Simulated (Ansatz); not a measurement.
Consider Cu in the diamond structure (space group Fd-3m, No. 227; a hypothetical phase, not in the database extracts checked; relaxed with 0.1 eV smearing).

```
Cu
1.0
    0.00000     2.61576     2.61576
    2.61576     0.00000     2.61576
    2.61576     2.61576     0.00000
Cu
2
Direct
  0.25000   0.25000   0.25000
  0.00000   0.00000   0.00000
```

Cartesian axes are those of the cell as printed.

The values are results of Ansatz (a program for electronic structure) PBEsol, spin-orbit coupling left out, not measurements.

Base values:

The shortest interatomic distance comes out as 2.265 Å.

It is then changed as follows: tensor shear ε_yz = −1.08 % (engineering shear γ = -0.0216), atoms relaxed at fixed cell.

Question: Predict the new largest internal atomic displacement.

Answer: The largest internal atomic displacement amounts to 0.016 Å.

Question: What does the calculation give for the energy relative to the base after the change?

Answer: The energy falls by 0.9 meV/atom.

Question: What does the calculation give for the shortest interatomic distance after the change?

Answer: The shortest interatomic distance is nearly the same (2.265 Å against 2.264 Å).

Question: What happens to the stress?

Answer: The stress (xx, yy, zz, yz, xz, xy; compression positive) comes out as (0.0, 0.0, 0.0, -0.7, 0.0, 0.0) GPa.

The cells carry an imposed strain or load. Whether these cells are dynamically stable was not tested. The final runs are not spin-polarised. Under tensor shear ε_yz = −1.08 % the cell ends below the base's energy or with stress of the wrong sign: the atoms slid into a distortion or the cell is elastically unstable, so the base is not a stable minimum at this level.
